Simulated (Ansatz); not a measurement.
**Ansatz (a first-principles code) run on TiSb (P6_3/mmc, 4 atoms in the cell): self-consistent single point**

Method: PBEsol, default PAW files made with PBE (plane waves; Ansatz).

Input as run:

Ansatz 0.2 input:
```yaml
crystal:
  lattice:
    - [4.080857, 0.000000, 0.000000]
    - [-2.040429, 3.534126, 0.000000]
    - [0.000000, 0.000000, 6.197650]
  atoms:
    - { symbol: Ti, position_ang: [0.000000, 0.000000, 0.000000] }
    - { symbol: Ti, position_ang: [0.000000, 0.000000, 3.098825] }
    - { symbol: Sb, position_ang: [-0.000002, 2.356085, 1.549413] }
    - { symbol: Sb, position_ang: [2.040430, 1.178041, 4.648238] }
kpoints:
  mp_grid:
    grid: [9, 9, 6]
hamiltonian:
  xc: pbesol
  pseudopotentials:
    kind: paw
scf:
  occupations:
    method: cold
    width: 0.136
output:
  forces: true
  eigenvalues: true
  stress: true
```

Log, with long lists cut:

```
WARN the atoms were moved onto the symmetric positions of the space group found under crystal.symmetry.tolerance 1.0e-5 (fractional …
WARN basis.ecutwfc = 420 eV, the default
WARN ansatz: RAYON_NUM_THREADS=1 ignored (pool sized by the plan → 1); use --threads N
Pseudopotentials: kind: paw
Pseudopotential: Ti, paw, valence charge 12
Pseudopotential: Sb, paw, valence charge 15
Crystal: 4 atoms, lattice volume = 89.384 Å³
Basis set: ecut = 420 eV, 1725 PW (Γ), exchange–correlation on 60×60×90 points (8 copies of the dense FFT grid, shifted against one another)
Bands: 33, of which v1, the nominal top of the filled ones, is band 27 counted from 1 (26 counted from 0)
Symmetry: 24 space group operations
Space group: P63/mmc (ITA 194), of the structure as read, at distance tolerance 4.5e-5 Å
k-points: 48 of 486
PAW frozen core: Ti, regenerated for the run's functional, and the local potential with it
PAW frozen core: Sb, regenerated for the run's functional, and the local potential with it
Initial density: superposition of atomic densities (neutral atoms: chi_scale 0, normalization atom), corrected by the library's trained network
Initial wavefunctions: pseudopotential atomic-orbital guess
Eigensolver: davidson
Functional: x = pbesol(κ = 0.804, μ = 0.12345679012345678), c = pbesol(β = 0.046)
SCF iter   1: F=—  HF=-17765.958914 eV  |F-HF|=—  |Δ(HF+E_count)|=         —  Δρ=5.20e-3  dr2=1.86e-2  ethr=1.77e-3  ⟨swp⟩=5.9  Hψ=6789  notcnv=0
all-band conjugate gradients solve this SCF's bands
preconditioner: auto → Kerker (q_TF=auto, 2.508 Å⁻¹)
SCF iter   2: F=—  HF=-17765.954230 eV  |F-HF|=—  |Δ(HF+E_count)|=   4.68e-3  S|Δr|=    0.00e0  Δρ=1.85e-3  dr2=1.94e-3  ethr=3.45e-5  ⟨swp⟩=3.0  Hψ=3330  notcnv=0  defer=7
SCF iter   3: F=—  HF=-17765.953907 eV  |F-HF|=—  |Δ(HF+E_count)|=   3.22e-4  S|Δr|=    0.00e0  Δρ=5.23e-4  dr2=2.08e-4  ethr=3.60e-6  ⟨swp⟩=3.0  Hψ=2952  notcnv=0  defer=7
SCF iter   4: F=—  HF=-17765.953898 eV  |F-HF|=—  |Δ(HF+E_count)|=   8.95e-6  S|Δr|=    0.00e0  Δρ=1.21e-4  dr2=2.21e-5  ethr=3.85e-7  ⟨swp⟩=2.0  Hψ=1868  notcnv=0  defer=7
SCF iter   5: F=—  HF=-17765.953903 eV  |F-HF|=—  |Δ(HF+E_count)|=   4.64e-6  S|Δr|=    0.00e0  Δρ=3.54e-5  dr2=1.44e-6  ethr=4.09e-8  ⟨swp⟩=2.0  Hψ=1973  notcnv=0  defer=7
SCF iter   6: F=—  HF=-17765.953903 eV  |F-HF|=—  |Δ(HF+E_count)|=   2.03e-8  S|Δr|=    0.00e0  Δρ=1.35e-5  dr2=3.22e-7  ethr=2.67e-9  ⟨swp⟩=2.2  Hψ=2477  notcnv=0  defer=7
SCF iter   7: F=-17765.953903 eV  HF=-17765.953903 eV  |F-HF|=8.26e-10  |Δ(HF+E_count)|=   1.34e-8  S|Δr|=    0.00e0  Δρ=3.95e-6  dr2=1.40e-8  ethr=1.85e-10  ⟨swp⟩=7.2  Hψ=5541  notcnv=0
SCF 1 converged in 7 iterations: F = -17765.953903 eV  dr2 = 1.40e-8
SCF converged after 7 iterations
Stability not checked (fill_not_monotonic)
Free energy (F): -17765.953903 eV
Harris-Foulkes:  -17765.953903 eV  (|F-HF|=8.26e-10)
Internal energy: -17765.946631 eV  (E = F + TS)
E sigma→0 (E₀):  -17765.951479 eV
Entropy (-TS):   -0.007272 eV (-1.818 meV/atom)
Fermi energy:    11.966380 eV
--- Per-component energies (eV) ---
  E_band       = -627.760254
  E_kinetic    = 960.230664
  E_local      = -4761.165496  (includes V_loc(G=0)·N_el)
  E_nonlocal   = 751.782786
  E_hartree    = 2097.646787
  E_xc         = -468.864652
  E_vxc        = -437.126692  (∫ρ·V_xc dr)
  E_paw        = -11048.730483  (= ΣΔE_a)
  E_vpaw       = -1336.772450  (= ΣTr[D̂ρ^β])
  E_aug_tail   = 0.000225  (compensation charges beyond the density's cutoff)
  E_ewald      = -5297.788946
  E_core_change = 0.942483  (= ΣΔE_core)
  E_smearing   = -0.007272  (= −TS)
  E_closure    = 0.000000  (closes the sum)
  Σ components = -17765.953903   (vs F -17765.953903, Δ=0.00e0)
--- Forces (eV/Å), atoms counted from 1 ---
  atom   1  Ti     0.00000000     0.00000000     0.00000000
   [... zero for the other atoms too ...]
  max |Σ_I F_I| component: 4.63e-18 eV/Å
--- Stress (GPa, compression-positive) ---
       -4.341852       0.000000       0.000000
        0.000000      -4.341852       0.000000
        0.000000       0.000000      -3.815785
  P = ⅓ Tr σ = -4.1665 GPa (-41.665 kbar)
  The stress holds the Pulay correction. Without it, at fixed plane waves, as pw.x and ABINIT print it: P = -4.1954 GPa
--- Band table (eV; the first three rows and the last of 48) ---
  k-point 0: bands = ["-45.1885", "-45.1691", "-21.6451", "-21.6451", "-21.6229", "-21.6229", "-21.4965", "-21.2895", "-16.6077", "-16.6077", "-16.5831", "-16.5831", "-16.5780", "-16.5733", "-16.5686", "-16.5686", "-16.5581", "-16.5581", "0.6932", [...]
  k-point 1: bands = ["-45.1872", "-45.1704", "-21.6436", "-21.6436", "-21.6244", "-21.6244", "-21.4828", "-21.3036", "-16.6061", "-16.6061", "-16.5848", "-16.5848", "-16.5777", "-16.5736", "-16.5679", "-16.5679", "-16.5588", "-16.5588", "0.7944", [...]
  k-point 2: bands = ["-45.1837", "-45.1740", "-21.6396", "-21.6396", "-21.6284", "-21.6284", "-21.4453", "-21.3419", "-16.6016", "-16.6016", "-16.5893", "-16.5893", "-16.5768", "-16.5744", "-16.5660", "-16.5660", "-16.5607", "-16.5607", "1.0921", [...]
  k-point 47: bands = ["-45.1778", "-45.1778", "-21.6469", "-21.6469", "-21.6414", "-21.6414", "-21.3939", "-21.3939", "-16.5972", "-16.5972", "-16.5956", "-16.5956", "-16.5691", "-16.5691", "-16.5610", "-16.5610", "-16.5573", "-16.5573", "2.8884", [...]
```

The run converged in 7 iterations.

The starting cell comes from a database of computed structures (which also holds hypothetical and non-ambient phases and stackings), without a prior relaxation at this level. Its lattice was rescaled by a random factor within 2.5 % of one. Spin-orbit coupling is off. Spin polarisation is off. With a pressure of about -4 GPa the cell is away from its equilibrium volume at this level. Ansatz's pressure includes its estimate of the finite-basis (Pulay) stress.
